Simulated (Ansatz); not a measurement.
A (6,2) carbon nanotube, relaxed period 15.404 Å, atoms relaxed at each strain.

```csv
strain,energy (meV a period),axial force (nN)
-0.015,+652.3,-9.17
+0.015,+628.8,+8.59
```

Level of theory: PBE (plane waves to 420 eV, PAW; Ansatz, a first-principles code). Mesh 1×1×6. No spin polarisation. One-dimensional cell, images about 11 Å apart. An idealised model, rolled from the flat sheet. Symmetry and one short period hold its shape; lower forms weren't sought. Buckling under compression is shut out by symmetry and the short period. Energies are free energies at a Fermi–Dirac width of 0.05 eV, from the unstrained cell.

Mean diameter 5.75 Å.

Task: Work out the axial stiffness dF/dε in two ways, and what it means for a modulus.

Result: From the forces: (+8.59 − (-9.17))/0.030 = 592 nN. From the energies: (E₊ + E₋)/(ε² c) = 1.2811 eV/(0.015² × 15.404 Å) = 369.6 eV/Å = 592 nN. The two agree to within 1 %. Spread over the circumference π × 5.75 Å, the force value is a sheet stiffness of 328 N/m.
